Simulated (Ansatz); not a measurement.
Base system: Ru in the hcp (Mg type) structure (space group P6_3/mmc, No. 194; a = 2.7043 Å, c = 4.2629 Å; relaxed with 0.1 eV smearing).

The values are results of r2SCAN (Ansatz, a program for electronic structure, PAW, no SOC), not measurements.

For the base:

* **Pressure**: 0.0 GPa
* **Band gap**: zero

Modification: the cell is scaled by 1.0050 in all directions; the atoms relax in the strained cell.

**Question.** Estimate the effect on the pressure, energy relative to the base and band gap.

**Answer.** The pressure (mean of the normal stresses, compression positive) goes from zero to -4.9 GPa; the energy increases by 3.1 meV/atom; the band gap remains zero.

Whether these cells are dynamically stable was not tested. All final runs are without spin polarisation.
